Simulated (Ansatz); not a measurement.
Start from Li in the bcc (W type) structure (space group Im-3m, No. 229; a = 3.476 Å; relaxed with 0.1 eV smearing). Axes: x, y, z lie along the cube axes.

The values are results of r2SCAN in Ansatz (plane waves to 500 eV, PAW, no spin-orbit coupling), earlier PAW set, not measurements.

Base values:

The shortest interatomic distance comes out as 3.011 Å.

The change: compressive biaxial strain of 0.46 % in the plane normal to [111], as in epitaxy on a mismatched substrate; the out-of-plane cell vector and the atoms relax.

Estimate the effect on the out-of-plane strain.

The out-of-plane strain is +0.23 %.

Estimate the effect on the shortest interatomic distance.

The shortest interatomic distance drops by 0.012 Å, from 3.011 Å to 2.999 Å.

What does the calculation give for the in-plane stress after the change?

The mean in-plane stress (compression positive) is +0.1 GPa.

Whether these cells are dynamically stable was not tested.

Ansatz is a program for electronic structure.
